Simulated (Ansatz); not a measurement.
**Short convergence ladders for CaB6 (Pm-3m, 7 atoms in the cell)**

```
CaB6
1.0
    4.17075     0.00000     0.00000
    0.00000     4.17075     0.00000
    0.00000     0.00000     4.17075
Ca B
1 6
Cartesian
  0.00000   0.00000   0.00000
  3.32826   2.08537   2.08537
  2.08537   0.84249   2.08537
  2.08537   3.32826   2.08537
  0.84249   2.08537   2.08537
  2.08537   2.08537   3.32826
  2.08537   2.08537   0.84249
```

Base method: PBE (plane waves, PAW; Ansatz, an electronic-structure program).

Base settings: basis.ecutwfc = 420 eV; kpoints.mp_grid.grid = 6 6 6; hamiltonian.xc = pbe; hamiltonian.pseudopotentials = {kind: paw} (the program's default PAW files); scf.occupations.method = fermi_dirac; scf.occupations.width = 0.05 eV.

Core times come from one kind of shared machine, to one figure; runs under 30 s give none.

**Zone-centre phonons against the mesh**

In this ladder: phonons.method = dfpt.

Frequencies are those of the unrelaxed cell, without the LO-TO term of polar crystals.

Only quantities that move along the ladder and can be compared are tabulated.

| kpoints.mp_grid.grid | highest zone-centre frequency (cm⁻¹) | lowest optical frequency (cm⁻¹) | core time / last (rough) |
|---|---|---|---|
| 2 2 2 | 1068.7 | 139.5 | – |
| 3 3 3 | 1231.7 | 93.0 | – |
| 4 4 4 | 1164.2 | 120.3 | – |
| 5 5 5 | 1171.9 | 111.7 | – |
| 8 8 8 | 1231.5 | 110.3 | 0.07 |
| 9 9 9 | 1227.1 | 110.2 | 0.07 |
| 12 12 12 | 1233.3 | 109.0 | 0.2 |
| 15 15 15 | 1234.2 | 108.7 | 0.5 |
| 18 18 18 | 1233.2 | 108.7 | 1 |

Coarsest kpoints.mp_grid.grid that holds the lowest optical frequency within 2 cm⁻¹ of the last step, with all finer ones: 8 8 8, at about 0.07 of the last step's time; the step before is off by 3.1 cm⁻¹.

Coarsest kpoints.mp_grid.grid that holds the highest zone-centre frequency within 10 cm⁻¹ of the last step, with all finer ones: 8 8 8, at about 0.07 of the last step's time; the step before is off by 61 cm⁻¹.

**The q mesh of the phonons**

In this ladder: phonons.method = dfpt.

Only quantities that move along the ladder and can be compared are tabulated.

Thermal sums run over frequencies interpolated from this q mesh.

| phonons.qmesh | zero-point energy (meV/atom) | vibrational free energy at 300 K (meV/atom) |
|---|---|---|
| 1 1 1 | 109.92 | 92.11 |
| 2 2 2 | 110.49 | 93.74 |
| 3 3 3 | 110.76 | 93.93 |

Coarsest phonons.qmesh that holds the zero-point energy within 0.5 meV/atom: not settled: the last two steps still differ by 0.26 meV/atom, over half the tolerance, so the ladder does not show it.

Coarsest phonons.qmesh that holds the vibrational free energy at 300 K within 0.5 meV/atom of the last step, with all finer ones: 2 2 2; the step before is off by 1.8 meV/atom.

On the base run: the starting cell has typed, rounded lattice constants, without a prior relaxation at this level. Its lattice was rescaled by up to half a per cent.

Keys are those of Ansatz 0.2.
